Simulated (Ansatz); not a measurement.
The parent structure is HfO₂ in the fluorite structure (space group Fm-3m, No. 225; a = 5.0981 Å).

Level of theory: DFT with PBE, PAW potentials and a 420 eV plane-wave cutoff in Ansatz (a first-principles code), spin-orbit coupling left out, earlier PAW set.

Before the change:

| Item | Result |
|---|---|
| Electron mass | 1.2 mₑ along k, 0.74 mₑ across (at X) |
| Width of the top valence band | 1.82 eV |
| Band gap | 3.75 eV |

Now apply this change: the cell is scaled by 0.9606 in all directions, atoms relaxed at fixed cell.

### Question
Estimate the effect on the electron mass, width of the top valence band, band gap and energy relative to the base.

### Answer
The electron mass becomes 1.0 mₑ along k, 0.69 mₑ across (at X) (base: 1.2 mₑ along k, 0.74 mₑ across (at X)); the width of the top valence band rises by 0.14 eV, from 1.82 eV to 1.96 eV; the band gap rises by 0.286 eV, from 3.75 eV to 4.03 eV; the energy increases by 135 meV/atom.

Spin-orbit coupling, missing from the scalar runs, can matter with Hf. The cells carry an imposed strain or load. Effective masses come from finite differences of ±0.01 Å⁻¹. Along k means along the line from Γ to the band edge. No phonon test of stability was made. This is not the structure that HfO2 has at room temperature and ambient pressure.
